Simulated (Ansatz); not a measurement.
Start from KBr in the rock salt structure (space group Fm-3m, No. 225; a = 6.5491 Å).

Calculations: Ansatz (a program for electronic structure), PBEsol, PAW, cutoff 420 eV, no spin-orbit coupling.

Before the change:

- Gap character = direct at Γ

The change: every lattice vector is stretched by 1.50 %, atoms relaxed at fixed cell.

How does this affect the energy relative to the base?

The energy grows by 3.1 meV/atom.

Estimate the effect on the gap character.

The gap character stays direct at Γ.

The cells carry an imposed strain or load. No phonon test of stability was made.
